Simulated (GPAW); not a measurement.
A self-consistent single point of ZrB2 (P6/mmm, 3 atoms in the cell) with GPAW.

Computed with PBE, GPAW PAW datasets PBE (gpaw-data 1.0.1) (plane waves; GPAW).

The change in words: lattice scaled by 0.98. Reference geometry:
```yaml
crystal:
  lattice:
    - [3.16752, 0.00000, 0.00000]
    - [-1.58376, 2.74315, 0.00000]
    - [0.00000, 0.00000, 3.55239]
  atoms:
    - { symbol: Zr, position: [0.00000, 0.00000, 0.00000] }
    - { symbol: B, position: [0.33333, 0.66667, 0.50000] }
    - { symbol: B, position: [0.66667, 0.33333, 0.50000] }
```

Reference input (self-consistent single point, DFT PBE, plane waves, GPAW PAW datasets PBE (gpaw-data 1.0.1)): mode = pw; ecut = 900 eV; xc = PBE; kpts = 16 16 12; mesh shift (steps) = 0 0 0; occupations.name = fermi-dirac; occupations.width = 0.136 eV; nbands = -9; convergence.density = 1e-05 e/electron; symmetry.symmorphic = false; symmetry.tolerance = 0.0005; maxiter = 120. This run's input differs from it in these lines:

```diff
@@ -5,5 +5,5 @@
 atoms = Atoms(['Zr', 'B', 'B'],
-              cell=[[3.167520, 0.000000, 0.000000],
-                    [-1.583760, 2.743153, 0.000000],
-                    [0.000000, 0.000000, 3.552390]],
+              cell=[[3.104170, 0.000000, 0.000000],
+                    [-1.552085, 2.688290, 0.000000],
+                    [0.000000, 0.000000, 3.481342]],
               scaled_positions=[[0.000000, 0.000000, 0.000000],
```

Log, with long lists cut:

```
     iter     time        total  log10-change:
                         energy   eigst   dens
iter:   1 --:--:--   -25.021571
iter:   2 --:--:--   -24.762360   -1.07  -1.05
iter:   3 --:--:--   -23.832850   -0.89  -1.10
iter:   4 --:--:--   -23.831233   -2.28  -1.64
iter:   5 --:--:--   -23.845224   -2.44  -1.67
iter:   6 --:--:--   -23.843617   -3.30  -2.31
iter:   7 --:--:--   -23.843465c  -3.64  -2.40
iter:   8 --:--:--   -23.843588c  -4.82  -2.85
iter:   9 --:--:--   -23.843589c  -5.80  -3.46
iter:  10 --:--:--   -23.843590c  -5.87  -3.51
iter:  11 --:--:--   -23.843589c  -7.40c -4.34
iter:  12 --:--:--   -23.843589c  -8.61c -4.48
iter:  13 --:--:--   -23.843589c  -7.66c -4.51
iter:  14 --:--:--   -23.843589c  -8.65c -4.84
iter:  15 --:--:--   -23.843589c  -7.77c -4.92
iter:  16 --:--:--   -23.843589c  -9.40c -5.13c
Converged after 16 iterations.

Dipole moment: (-0.000000, -0.000000, 0.000000) |e|*Ang

Energy contributions relative to reference atoms: (reference = -99232.550370)

Kinetic:        +27.372725
Potential:      -24.480843
External:        +0.000000
XC:             -27.099558
Entropy (-ST):   -0.015711
Local:           +0.371944
SIC:             +0.000000
--------------------------
Free energy:    -23.851444
Extrapolated:   -23.843589

Showing only first 2 kpts
 Kpt  Band  Eigenvalues  Occupancy
  0     7      9.98839    2.00000
  0     8     10.31462    2.00000
  0     9     16.34943    0.00000
  0    10     16.34945    0.00000

  1     7     10.05604    2.00000
  1     8     11.01143    1.99999
  1     9     15.75890    0.00000
  1    10     15.75893    0.00000

Fermi level: 12.67203

No gap
No difference between direct/indirect transitions
Energy (eV): -23.843589

Forces in eV/Ang:
  0 Zr    0.00000   -0.00000    0.00000
  1 B     0.00000   -0.00000    0.00000
  2 B    -0.00000    0.00000    0.00000

Stress tensor:
    -0.101688    -0.000000     0.000000
    -0.000000    -0.101688     0.000000
     0.000000     0.000000    -0.082222
Stress (GPa, Voigt): [-16.2922 -16.2922 -13.1734   0.       0.      -0.    ]
```

The run converged in 16 iterations. GPAW prints stress with tension positive. Against the reference run the free energy goes up by 26.2 meV/atom.

At such cutoffs GPAW's stress carries a finite-basis (Pulay) error, which enters relaxed cells too; its log prints stress with tension positive.

The starting cell comes from a database of computed structures (which also holds hypothetical and non-ambient phases and stackings), without a prior relaxation at this level. For this run, on top of that: lattice scaled by 0.98.

Cost on one core of a shared machine: roughly 2 min.
